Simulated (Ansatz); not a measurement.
The reference is Ta in the bcc (W type) structure (space group Im-3m, No. 229; a = 3.3061 Å; relaxed with 0.1 eV smearing). Axes: x, y, z lie along the cube axes.

The values are results of Ansatz (a program for electronic structure), r2SCAN, PAW, cutoff 500 eV, no spin-orbit coupling, not measurements.

Strains are applied to the cell and any free atomic positions relax.

One change was made to it. Results:

The energy rises by 5.9 meV/atom; the pressure (mean of the normal stresses, compression positive) goes from zero to -3.8 GPa.

Q: Name the change that was made.
A) uniaxial strain ε_zz = +1.50 %
B) uniaxial strain ε_zz = +2.00 %
C) uniaxial strain ε_zz = +3.00 %

A: B, uniaxial strain ε_zz = +2.00 %. For comparison, the energy relative to the base in the other runs: uniaxial strain ε_zz = +1.50 % gives +3.4 meV/atom; uniaxial strain ε_zz = +3.00 % gives +13 meV/atom.

No phonon test of stability was made. All final runs are without spin polarisation.
